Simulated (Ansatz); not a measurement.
Band-edge transport in semiconductors and insulators: MgO (Fm-3m) under several functionals (Ansatz, a program for electronic structure, without spin-orbit coupling). The PBE cell:

```
MgO
1.0
    0.00000     2.12720     2.12720
    2.12720     0.00000     2.12720
    2.12720     2.12720     0.00000
Mg O
1 1
Cartesian
  0.00000   0.00000   0.00000
  2.12720   2.12720   2.12720
```

```tsv
Functional	cell relaxed with	volume (Å³/atom)	band gap	electron conductivity mass	hole conductivity mass	Seebeck coefficient, n-type 1e19 cm⁻³
PBE	PBE	9.63	4.46 eV	0.35 mₑ	2.4 mₑ	-170 μV/K
PBEsol	PBEsol	9.36	4.62 eV	0.35 mₑ	2.3 mₑ	-171 μV/K
r2SCAN	r2SCAN	9.31	5.68 eV	0.37 mₑ	2.3 mₑ	-179 μV/K
HSE06	PBEsol	9.36	6.47 eV	0.36 mₑ	2.1 mₑ	-175 μV/K
```

For the band gap, PBE gives 4.46 eV and HSE06 6.47 eV: PBE lies 31 % below.

Masses are for dilute carriers at 300 K, harmonic means over directions unless an axis is named. Seebeck coefficients are for the stated density at 300 K, with one relaxation time for all states and whether or not that doping can be reached. Spin-orbit coupling is left out.
